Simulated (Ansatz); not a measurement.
For Si₃N₄ (P6₃/m, No. 176), PBE (Ansatz, a program for electronic structure, plane waves, PAW) gives:

```
Property             Result
------------------  -------
lattice constant a  7.664 Å
c axis length       2.927 Å
```

Task: What does r²SCAN (Ansatz, PAW) give for the same quantities?

Result: 
- lattice constant a: 7.606 Å (falls by 0.8 %)
- lattice parameter c: 2.906 Å (falls by 0.7 %)

Changes are worked out from the printed values.

Unless a cell is named, each level is at its own relaxed cell (PBE 10.63, r²SCAN 10.40 Å³/atom).

Ansatz's density-functional and Hartree–Fock values are scalar-relativistic unless marked +SOC, with PAW data made under PBE.
